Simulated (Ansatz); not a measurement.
## A self-consistent single point of CaPd (P4mm, 2 atoms in the cell) with Ansatz

Method of the run: LDA (PW92), default PAW files made with PBE (plane waves; Ansatz, a first-principles code).

The input file:

Ansatz 0.2 input:
```yaml
crystal:
  lattice:
    - [3.51620700, 0.00000000, 0.00000000]
    - [0.00000000, 3.51620700, 0.00000000]
    - [0.00000000, 0.00000000, 3.51620700]
  atoms:
    - { symbol: Ca, position: [0.00000000, 0.00000000, 0.01422000] }
    - { symbol: Pd, position: [0.50000000, 0.50000000, 0.50000000] }
basis:
  ecutwfc: 420.0
kpoints:
  mp_grid:
    grid: [9, 9, 9]
hamiltonian:
  xc: lda
  pseudopotentials:
    kind: paw
scf:
  occupations:
    method: fermi_dirac
    width: 0.1
output:
  forces: true
  eigenvalues: true
  stress: true
```

Log, with long lists cut:

```
WARN ansatz: RAYON_NUM_THREADS=1 ignored (pool sized by the plan → 1); use --threads N
Pseudopotentials: kind: paw
Pseudopotential: Ca, paw, valence charge 10
Pseudopotential: Pd, paw, valence charge 18
Crystal: 2 atoms, lattice volume = 43.473 Å³
Basis set: ecut = 420 eV, 847 PW (Γ)
Bands: 18, of which v1, the nominal top of the filled ones, is band 14 counted from 1 (13 counted from 0)
Symmetry: 8 space group operations
Space group: P4mm (ITA 99), of the structure as read, at distance tolerance 3.5e-5 Å
k-points: 75 of 729 (time reversal used)
PAW frozen core: Ca, regenerated for the run's functional, and the local potential with it
PAW frozen core: Pd, regenerated for the run's functional, and the local potential with it
Initial density: superposition of atomic densities (neutral atoms: chi_scale 0, normalization atom), corrected by the library's trained network
Initial wavefunctions: pseudopotential atomic-orbital guess
Eigensolver: davidson
Functional: x = slater, c = lda
SCF iter   1: F=—  HF=-8618.476870 eV  |F-HF|=—  |Δ(HF+E_count)|=         —  Δρ=1.15e-2  dr2=6.35e-2  ethr=1.77e-3  ⟨swp⟩=6.1  Hψ=7242  notcnv=0
all-band conjugate gradients solve this SCF's bands
preconditioner: auto → Kerker (q_TF=auto, 2.535 Å⁻¹)
SCF iter   2: F=—  HF=-8618.461462 eV  |F-HF|=—  |Δ(HF+E_count)|=   1.54e-2  Δρ=3.56e-3  dr2=2.11e-3  ethr=2.27e-4  ⟨swp⟩=2.0  Hψ=2415  notcnv=0
SCF iter   3: F=—  HF=-8618.460988 eV  |F-HF|=—  |Δ(HF+E_count)|=   4.74e-4  Δρ=1.84e-3  dr2=6.38e-4  ethr=7.53e-6  ⟨swp⟩=2.0  Hψ=2283  notcnv=0
SCF iter   4: F=—  HF=-8618.460835 eV  |F-HF|=—  |Δ(HF+E_count)|=   1.53e-4  Δρ=2.40e-4  dr2=2.22e-5  ethr=2.28e-6  ⟨swp⟩=2.3  Hψ=2260  notcnv=0
SCF iter   5: F=—  HF=-8618.460834 eV  |F-HF|=—  |Δ(HF+E_count)|=   6.69e-7  Δρ=9.07e-5  dr2=4.50e-6  ethr=7.93e-8  ⟨swp⟩=2.0  Hψ=1805  notcnv=0
SCF iter   6: F=—  HF=-8618.460833 eV  |F-HF|=—  |Δ(HF+E_count)|=   5.23e-7  Δρ=2.60e-5  dr2=3.55e-7  ethr=1.61e-8  ⟨swp⟩=1.5  Hψ=1386  notcnv=0
SCF iter   7: F=-8618.460833 eV  HF=-8618.460833 eV  |F-HF|=6.47e-9  |Δ(HF+E_count)|=   4.03e-8  Δρ=4.69e-6  dr2=9.68e-9  ethr=3.57e-10  ⟨swp⟩=4.1  Hψ=4281  notcnv=0
SCF 1 converged in 7 iterations: F = -8618.460833 eV  dr2 = 9.68e-9
SCF converged after 7 iterations
Free energy (F): -8618.460833 eV
Harris-Foulkes:  -8618.460833 eV  (|F-HF|=6.47e-9)
Internal energy: -8618.431409 eV  (E = F + TS)
E sigma→0 (E₀):  -8618.446121 eV
Entropy (-TS):   -0.029425 eV (-14.712 meV/atom)
Fermi energy:    11.288106 eV
--- Per-component energies (eV) ---
  E_band       = -385.852607
  E_kinetic    = 794.510487
  E_local      = -3124.657144  (includes V_loc(G=0)·N_el)
  E_nonlocal   = 290.140328
  E_hartree    = 1218.001679
  E_xc         = -302.999883
  E_vxc        = -381.459721  (∫ρ·V_xc dr)
  E_paw        = -4440.259520  (= ΣΔE_a)
  E_vpaw       = -400.384756  (= ΣTr[D̂ρ^β])
  E_aug_tail   = 0.000176  (compensation charges beyond the density's cutoff)
  E_ewald      = -3054.131432
  E_core_change = 0.963900  (= ΣΔE_core)
  E_smearing   = -0.029425  (= −TS)
  E_closure    = 0.000000  (closes the sum)
  Σ components = -8618.460833   (vs F -8618.460833, Δ=0.00e0)
--- Forces (eV/Å), atoms counted from 1 ---
  atom   1  Ca     0.00000000     0.00000000    -0.10403314
  atom   2  Pd     0.00000000     0.00000000     0.10402113
  max |Σ_I F_I| component: 1.20e-5 eV/Å
--- Stress (GPa, compression-positive) ---
       -5.400176       0.000000      -0.000000
        0.000000      -5.400176       0.000000
        0.000000       0.000000      -5.426483
  P = ⅓ Tr σ = -5.4089 GPa (-54.089 kbar)
  The stress holds the Pulay correction. Without it, at fixed plane waves, as pw.x and ABINIT print it: P = -5.4203 GPa
--- Band table (eV; the first three rows and the last of 75) ---
  k-point 0: bands = ["-72.4968", "-38.2923", "-38.2923", "-38.2915", "-28.7966", "-9.9745", "-9.9741", "-9.9741", "6.0849", "7.9888", "7.9930", "9.3127", "9.3160", "9.3160", "14.2423", "14.2564", "16.9745", "16.9745"]
  k-point 1: bands = ["-72.4968", "-38.2930", "-38.2922", "-38.2922", "-28.7940", "-10.0054", "-9.9721", "-9.9721", "6.2725", "8.0336", "8.0812", "9.2866", "9.2866", "9.3290", "14.1773", "14.1831", "16.4276", "16.4276"]
  k-point 2: bands = ["-72.4966", "-38.2967", "-38.2919", "-38.2919", "-28.7873", "-10.0827", "-9.9672", "-9.9672", "6.8017", "8.1523", "8.3268", "9.2140", "9.2140", "9.3707", "13.7241", "13.9706", "15.6516", "15.6516"]
  k-point 74: bands = ["-72.4955", "-38.3022", "-38.3022", "-38.3013", "-28.7374", "-10.1588", "-10.1585", "-10.1584", "8.4967", "8.5461", "8.5465", "9.7859", "9.7868", "11.4476", "11.9236", "11.9244", "16.1523", "17.2710"]
```

The run converged in 7 iterations.

The starting cell comes from a database of computed structures (which also holds hypothetical and non-ambient phases and stackings), without a prior relaxation at this level. Its lattice was rescaled by up to half a per cent. One atom was moved a little off its site on purpose. Spin polarisation is off. With a pressure of about -5 GPa the cell is away from its equilibrium volume at this level. Ansatz's pressure includes its estimate of the finite-basis (Pulay) stress.
